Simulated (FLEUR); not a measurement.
Input and output of a self-consistent single point for ZrNi₅ (F-43m, 6 atoms in the cell) (FLEUR).

Level of theory: LDA (Perdew-Zunger), all-electron FLAPW (FLEUR), scalar-relativistic valence run with FLEUR.

```yaml
crystal:
  lattice:
    - [0.00000, 3.24604, 3.24604]
    - [3.24604, 0.00000, 3.24604]
    - [3.24604, 3.24604, 0.00000]
  atoms:
    - { symbol: Zr, position: [0.00000, 0.00000, 0.00000] }
    - { symbol: Ni, position: [0.25000, 0.25000, 0.25000], spin: 2.0 }
    - { symbol: Ni, position: [0.62347, 0.62347, 0.62347] }
    - { symbol: Ni, position: [0.12959, 0.62347, 0.62347] }
    - { symbol: Ni, position: [0.62347, 0.62347, 0.12959] }
    - { symbol: Ni, position: [0.62347, 0.12959, 0.62347] }
```
(The spins are starting values, not results.)

Reference input (self-consistent single point, DFT, PBEsol, all-electron FLAPW (FLEUR), scalar-relativistic valence): Kmax = 4 1/bohr; GmaxXC = 14 1/bohr; xcFunctional = PBEs; jspins = 2; l_soc = F; mode = gauss; fermiSmearingEnergy = 0.00999582 Htr; mesh (inpgen div1-3) = 6 6 6; inpgen gamma flag = true; Gmax = 14 1/bohr; numbands = 0; maxIterBroyd = 40. This run's input differs from it in these lines:

```diff
@@ -18,3 +18,3 @@
 &comp jspins=2 /
-&exco xctyp='PBEs' /
+&exco xctyp='pz' /
 &kpt div1=6 div2=6 div3=6 gamma=t /
@@ -31,3 +31,3 @@
       <coreElectrons ctail="T" frcor="F" kcrel="0" coretail_lmax="0"/>
-      <xcFunctional name="PBEs" relativisticCorrections="F"/>
+      <xcFunctional name="pz" relativisticCorrections="F"/>
       <magnetism jspins="2"/>
```

Output (repeated stretches shortened):

```
 Iteration:     1   Distance:      19.83213180 me/bohr^3
 Iteration:     2   Distance:      22.33661461 me/bohr^3
 Iteration:     3   Distance:      21.02450152 me/bohr^3
 Iteration:     4   Distance:      16.97277732 me/bohr^3
 Iteration:     5   Distance:      15.80214331 me/bohr^3
   [... 24 lines left out ...]
 Iteration:    30   Distance:       0.00007211 me/bohr^3
 Iteration:    31   Distance:       0.00001201 me/bohr^3
 Iteration:    32   Distance:       0.00001363 me/bohr^3
 Iteration:    33   Distance:       0.00000813 me/bohr^3
 Reset of history
 Run finished successfully
 Stop message:
   Structural relaxation: new displacements generated

[file out, last iteration]
             iter=     34
[...]
          total density-effective poten   -1.7885808004E+04
          total charge density-energy d   -4.1616004407E+02
 Updated energy parameters for spin:           1
 Updated energy parameters for spin:           2
[...]
 fermi energy and band-weighting factors:
   [... 6 lines left out ...]

[...]
FERMIE:
          first approx. to ef    (T=0)  :   0.431418 htr   (energy of the highest occ. eigenvalue)
          number of occ. states  (T=0)  :       1462
          first approx. to seigv (T=0)  : -43.887038 htr
          sum of weights of occ. states :  92.083333
          sum of semicore charge        :   0.000000 e
   [... lines left out ...]
          total moment                 =     0.00000
 Direct bandgap for spin            1 :    5.4170614193266298E-003  Htr
 Direct bandgap for spin            2 :    5.4170617523703890E-003  Htr
   [... lines left out ...]
Spin Magn. mom.  |                   Global Frame                     |                    Local Frame
Atom       m     | mx        my        mz        alpha     beta       | mx        my        mz        alpha     beta
     1  0.000000 |    ---       ---       ---       ---         ---   |    ---       ---       ---       ---          ---           smm
     2  0.000000 |    ---       ---       ---       ---         ---   |    ---       ---
```

The run converged in 33 iterations. FLEUR gives forces in its relaxation mode, with a further iteration, so its stop message speaks of a relaxation. Against the reference run the largest force goes from 0.297 to 0.275 eV/Å.

The starting cell comes from a database of computed structures (which also holds hypothetical and non-ambient phases and stackings), without a prior relaxation at this level. Its lattice was rescaled by a random factor within 2.5 % of one. The starting moments vanished: the run ended non-magnetic, which need not be the lowest state. Values depend on the basis (sphere radii, cutoffs, local orbitals), which need not be converged. The log's line on a gap gives a spacing of levels on this mesh, which the program prints for metals too.

Cost on one core of a shared machine: roughly 4 min.
